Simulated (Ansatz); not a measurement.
CdSe: biaxial strain −1.50 %, plane normal [001], relaxed out of plane

Consider CdSe in the zinc blende structure (space group F-43m, No. 216; a = 6.133 Å). Axes: x, y, z lie along the cube axes.

One thing is altered: compressive biaxial strain of 1.50 % in the plane normal to [001], as in epitaxy on a mismatched substrate; the out-of-plane cell vector and the atoms relax.

Computed with Ansatz (a quantum-chemistry and plane-wave program) r2SCAN, without spin-orbit coupling. Settings: 9×9×9 k-points, 0.05 eV Fermi–Dirac smearing.

```tsv
quantity	base	changed	shift
space group	F-43m (No. 216)	I-4m2 (No. 119)	–
shortest interatomic distance	2.656 Å	2.649 Å	-0.007 Å
energy relative to the base (free energy F)	0 meV/atom	+1.8 meV/atom	+1.8 meV/atom
pressure (mean of the normal stresses, compression positive)	0.01 GPa	0.45 GPa	+0.44 GPa
band gap	1.04 eV	1.02 eV	-0.02 eV
gap character	direct at Γ	direct at Γ	–
valence-band top at Γ (three highest levels, from the VBM)	0.00, 0.00, 0.00 eV	0.00, 0.00, -0.12 eV	–
out-of-plane strain	–	+2.15 %	–
ratio −ε⊥/ε∥	–	1.43	–
mean in-plane stress (compression positive)	–	+0.7 GPa	–
```

Final structure (turned so that z lies along the plane normal):

```xyz
2
Lattice="4.2718 0.0000 0.0000 0.0000 4.2718 0.0000 2.1359 -2.1359 3.1325" Properties=species:S:1:pos:R:3 pbc="T T T"
Cd     0.0000     0.0000     0.0000
Se     4.2718     2.1359     1.5663
```

Stability against distortions was not tested. Labels are those of the standard path for the cell's own space group.
